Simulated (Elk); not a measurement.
## Input and output of a self-consistent single point for Ni3Fe (Pm-3m, 4 atoms in the cell) (Elk)

Method of the run: PBE, all-electron FP-LAPW, Elk's shipped species files, APW+lo basis with extra local orbitals in Elk 10.2.4.

Input:

```
tasks
  0

xctype
  20

spinpol
  .true.

reducebf
  0.5

tforce
  .true.

rgkmax
  8.0

gmaxvr
  18.0

lmaxapw
  10

lmaxo
  8

nxlo
  2

lorbcnd
  .true.

lradstp
  2

nrmtscf
  2.0

rmtscf
  0.93

lmaxi
  4

nempty
  12

swidth
  0.00367493

maxscl
  100

avec
    6.7085277424    0.0000000000    0.0000000000
    0.0000000000    6.7085277424    0.0000000000
    0.0000000000    0.0000000000    6.7085277424

atoms
  2
  'Fe.in'
  1
  0.0000000000  0.0000000000  0.0000000000    0.0 0.0 -1.5
  'Ni.in'
  3
  0.0000000000  0.5000000000  0.5000000000    0.0 0.0 -0.25
  0.5000000000  0.0000000000  0.5000000000    0.0 0.0 -0.25
  0.5000000000  0.5000000000  0.0000000000    0.0 0.0 -0.25

ngridk
  8 8 8
```

The program printed (abridged):

```
│ Elk code version 10.2.4 │

All units are atomic (Hartree, Bohr, etc.)

│ Ground-state run starting from atomic densities │

Lattice vectors :
   6.708527742       0.000000000       0.000000000
   0.000000000       6.708527742       0.000000000
   0.000000000       0.000000000       6.708527742

Unit cell volume      :    301.9128934
Brillouin zone volume :   0.8215952974

Muffin-tin inner radius fraction :   0.1000000000E-01

Nuclei treated as point charges

Species :    1 (Fe)
 parameters loaded from : Fe.in
 name : iron
 nuclear charge    :   -26.00000000
 electronic charge :    26.00000000
 atomic mass :    101799.2074
 muffin-tin radius :    2.232000000
 number of radial points in muffin-tin :    999
 atomic positions (lattice), magnetic fields (Cartesian) :
   1 :   0.00000000  0.00000000  0.00000000    0.00000000  0.00000000 -1.50000000

Species :    2 (Ni)
 parameters loaded from : Ni.in
 name : nickel
 nuclear charge    :   -28.00000000
 electronic charge :    28.00000000
 atomic mass :    106991.5230
 muffin-tin radius :    2.232000000
 number of radial points in muffin-tin :    999
 atomic positions (lattice), magnetic fields (Cartesian) :
   1 :   0.00000000  0.50000000  0.50000000    0.00000000  0.00000000 -0.25000000
   2 :   0.50000000  0.00000000  0.50000000    0.00000000  0.00000000 -0.25000000
   3 :   0.50000000  0.50000000  0.00000000    0.00000000  0.00000000 -0.25000000

Total number of atoms per unit cell :    4

Spin treatment :
 spin-polarised
 global magnetic field (Cartesian) :    0.000000000       0.000000000       0.000000000
 collinear magnetisation in z-direction

Number of Bravais lattice symmetries :   48
Number of crystal symmetries         :   48
Crystal has inversion symmetry
Real symmetric eigensolver will be used

k-point grid :      8     8     8
k-point offset :    0.000000000       0.000000000       0.000000000
k-point set is reduced with full crystal symmetry group
   [... lines left out ...]
 potential will be trimmed for |G| > 2 gkmax
Constant for pseudocharge density :   10
Radial integration step length :    2

G-vector grid sizes :     40    40    40
Number of G-vectors :    29711

Maximum angular momentum used for
 APW functions                      :   10
 outer part of muffin-tin           :    8
 inner part of muffin-tin           :    4

Total nuclear charge    :   -110.0000000
Total core charge       :    46.00000000
Total valence charge    :    64.00000000
Total excess charge     :    0.000000000
Total electronic charge :    110.0000000

Effective Wigner radius, rₛ :   0.8685605942

Number of empty states         :   48
Total number of valence states :  160
Total number of core states    :   46

Conduction state local-orbitals added automatically
Total number of local-orbitals :  457

Exchange-correlation functional :     20     0     0
 Perdew-Burke-Ernzerhof, Phys. Rev. Lett. 77, 3865 (1996)
 gradient requirement :    1
 generalised gradient approximation (GGA)

Smearing type :    3
 Fermi-Dirac
Smearing width :   0.3674930000E-02
Effective electronic temperature (K) :    1160.451112

Mixing type :    3
 Broyden mixing, J. Phys. A: Math. Gen. 17, L317 (1984)

Kohn-Sham potential initialised from atomic data
│ Self-consistent loop started │
│ Loop number : 1 │
 total energy                :     -5840.20894360
 total moment                :    6.206347438
│ Loop number : 2 │
 total energy                :     -5840.67248067
 total moment                :    6.200052750
RMS change in Kohn-Sham potential (target) :    5.188622953     (  0.1000000000E-05)
Absolute change in total energy (target)   :   0.4635370625     (  0.1000000000E-03)
│ Loop number : 3 │
 total energy                :     -5850.21475758
 total moment                :   0.9547411278
RMS change in Kohn-Sham potential (target) :    3.106160597     (  0.1000000000E-05)
Absolute change in total energy (target)   :    9.658161176     (  0.1000000000E-03)
│ Loop number : 4 │
 total energy                :     -5814.50724805
 total moment                :    4.748643385
RMS change in Kohn-Sham potential (target) :    2.262891817     (  0.1000000000E-05)
Absolute change in total energy (target)   :    33.29296923     (  0.1000000000E-03)
│ Loop number : 5 │
 total energy                :     -5843.69967051
   [... lines left out ...]
 total moment                :   -4.838980819
RMS change in Kohn-Sham potential (target) :   0.8218092569E-05 (  0.1000000000E-05)
Absolute change in total energy (target)   :   0.1676099773E-03 (  0.1000000000E-03)
│ Loop number : 21 │
 total energy                :     -5835.38416119
 total moment                :   -4.839067072
RMS change in Kohn-Sham potential (target) :   0.5599527340E-05 (  0.1000000000E-05)
Absolute change in total energy (target)   :   0.5053047971E-05 (  0.1000000000E-03)
│ Loop number : 22 │
 total energy                :     -5835.38409590
 total moment                :   -4.839129207
RMS change in Kohn-Sham potential (target) :   0.1513574843E-05 (  0.1000000000E-05)
Absolute change in total energy (target)   :   0.6655889683E-04 (  0.1000000000E-03)
│ Loop number : 23 │
 total energy                :     -5835.38402799
 total moment                :   -4.839146666
RMS change in Kohn-Sham potential (target) :   0.3457273206E-06 (  0.1000000000E-05)
Absolute change in total energy (target)   :   0.8454942508E-04 (  0.1000000000E-03)
Convergence targets achieved

│ Loop number : 24 │

Energies :
 Fermi                       :     0.330145061997
 sum of eigenvalues          :     -3353.48659426
 electron kinetic            :      5925.20977452
 core electron kinetic       :      5309.48441265
 Coulomb                     :     -11513.7615243
 Coulomb potential           :     -8958.16493214
 nuclear-nuclear             :     -809.821191670
 electron-nuclear            :     -12449.7157331
 Hartree                     :      1745.77540047
 Madelung                    :     -7034.67905821
 xc potential                :     -320.322415687
 xc effective B-field        :    -0.209022251262
 external B-field            :      0.00000000000
 exchange                    :     -241.621955273
 correlation                 :     -5.20631405956
 electron entropic           :    -0.400094296896E-02
 total energy                :     -5835.38402004
 (external B-field energy excluded from total)

Density of states at Fermi energy :    88.79612357
 (states/Hartree/unit cell)

Estimated indirect band gap :   0.3548516449E-03
 from k-point     28 to k-point     34
Estimated direct band gap   :   0.4458784566E-02
 at k-point     19

Charges :
 core                        :    46.00000000
 valence                     :    64.00000000
 interstitial                :    4.461291849
 muffin-tins (core leakage)
  species :    1 (Fe)
   atom    1                 :    24.61592250     (  0.3392841563E-12)
  species :    2 (Ni)
   atom    1                 :    26.97426188     (  0.6758814362E-03)
   atom    2                 :    26.97426188     (  0.6758814362E-03)
   atom    3                 :    26.97426188     (  0.6758814362E-03)
 total in muffin-tins        :    105.5387082
 total calculated charge     :    109.9977010
 total charge                :    110.0000000
 error                       :   0.2298997976E-02

Moments :
 interstitial                :   0.1302713132
 muffin-tins
  species :    1 (Fe)
   atom    1                 :   -2.925238018
  species :    2 (Ni)
   atom    1                 :  -0.6814046437
   atom    2                 :  -0.6814046437
   atom    3                 :  -0.6814046437
 total in muffin-tins        :   -4.969451949
 total moment                :   -4.839180636

│ Self-consistent loop stopped │

Forces :
 species :    1 (Fe)
  atom :    1
   Hellmann-Feynman          :     0.00000000    0.00000000    0.00000000
   IBS                       :    -0.00000000   -0.00000000    0.00000000
   total force               :    -0.00000000   -0.00000000    0.00000000
   total magnitude           :     0.00000000
 species :    2 (Ni)
  atom :    1
   Hellmann-Feynman          :     0.00000000    0.00000000    0.00000000
   IBS                       :    -0.00000000    0.00000000    0.00000000
   total force               :    -0.00000000    0.00000000    0.00000000
   total magnitude           :     0.00000000
  atom :    2
   Hellmann-Feynman          :     0.00000000    0.00000000    0.00000000
   IBS                       :    -0.00000000   -0.00000000    0.00000000
   total force               :    -0.00000000   -0.00000000    0.00000000
   total magnitude           :     0.00000000
  atom :    3
   Hellmann-Feynman          :     0.00000000    0.00000000    0.00000000
   IBS                       :    -0.00000000   -0.00000000    0.00000000
   total force               :     0.00000000   -0.00000000    0.00000000
   total magnitude           :     0.00000000
```

The run converged in 24 iterations. The count includes the last loop, which Elk runs after its targets are met.

The starting cell has typed, rounded lattice constants, without a prior relaxation at this level. The magnetic order is the one reached from the typed start; others were not searched systematically. Values depend on the basis (sphere radii, cutoffs, local orbitals), which need not be converged. The log's line on a gap gives a spacing of levels on this mesh, which the program prints for metals too.

Cost on one core of a shared machine: roughly 10 min.
